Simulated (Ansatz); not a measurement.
Take GaN (space group Pm-3n, No. 223; a = 5.513 Å; a hypothetical phase, not in the database extracts checked) as the base. Axes: x, y, z lie along the cube axes.

Computed with PBEsol, PAW, 420 eV (Ansatz, a program for electronic structure; no SOC).

Strains are applied to the cell and any free atomic positions relax; under biaxial strain the out-of-plane vector relaxes too; under stress the whole cell relaxes.

One change was made to it. Results:

The band gap is nearly the same (1.56 eV against 1.55 eV); the electron mass changes from 0.20 mₑ (at Γ) to 0.21 mₑ (at Γ).

Problem. Which change produced these results?
(A) isotropic strain +1.11 %
(B) isotropic strain −3.26 %
(C) biaxial strain −0.54 %, plane normal [001], relaxed out of plane
(D) uniaxial stress, 3 GPa tension along x

Solution. C, biaxial strain −0.54 %, plane normal [001], relaxed out of plane. For comparison, the band gap in the other runs: isotropic strain −3.26 % gives 1.86 eV; uniaxial stress, 3 GPa tension along x gives 1.48 eV; isotropic strain +1.11 % gives 1.44 eV.

Effective masses come from finite differences of ±0.01 Å⁻¹. Stability under load was not tested beyond the relaxation.
